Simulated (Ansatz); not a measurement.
We consider ScBeNO (model structure, started from the LaZnOP type, P4/nmm, No. 129, 8 atoms in the cell), described by PBEsol (Ansatz, a first-principles code, PAW).

Numerical settings: plane-wave cutoff 520 eV, 10×10×6 k mesh (along the axes of the cell as run), Fermi–Dirac smearing 0.01 eV, scalar-relativistic PAW data made under PBE.

Cell (relaxed with PBEsol):

```cif
data_Be2N2O2Sc2
_chemical_formula_sum 'Sc2 Be2 N2 O2'
_space_group_name_H-M_alt 'P4/nmm :1'
_space_group_IT_number 129
_space_group_name_Hall 'P 4ab 2ab -1ab'
_cell_length_a 3.32250
_cell_length_b 3.32250
_cell_length_c 6.81555
_cell_angle_alpha 90.000
_cell_angle_beta 90.000
_cell_angle_gamma 90.000
loop_
_space_group_symop_operation_xyz
  'x, y, z'
  '-y+1/2, x+1/2, z'
  '-x, -y, z'
  'y+1/2, -x+1/2, z'
  'x+1/2, -y+1/2, -z'
  '-y, -x, -z'
  '-x+1/2, y+1/2, -z'
  'y, x, -z'
  '-x+1/2, -y+1/2, -z'
  'y, -x, -z'
  'x+1/2, y+1/2, -z'
  '-y, x, -z'
  '-x, y, z'
  'y+1/2, x+1/2, z'
  'x, -y, z'
  '-y+1/2, -x+1/2, z'
loop_
_atom_site_label
_atom_site_type_symbol
_atom_site_symmetry_multiplicity
_atom_site_Wyckoff_symbol
_atom_site_fract_x
_atom_site_fract_y
_atom_site_fract_z
_atom_site_occupancy
Sc1 Sc 2 c 0.50000 0.00000 0.16331 1
Be1 Be 2 b 0.50000 0.50000 0.50000 1
N1 N 2 c 0.00000 0.50000 0.39147 1
O1 O 2 a 0.00000 0.00000 0.00000 1
```

### Question
Predict the band gap, smallest direct gap on the k points sampled and Γ–Γ gap.

### Answer

* **band gap**: 2.80 eV (indirect)
* **smallest direct gap on the k points sampled**: 3.18 eV
* **Γ–Γ gap**: 3.86 eV

Note: the relaxation could raise the start's symmetry but not lower it, so the cell can be a saddle point.

A model structure was made by putting elements into a prototype or built by hand; it is no filed structure, need not be a known phase, and can be a saddle point held by its symmetry.
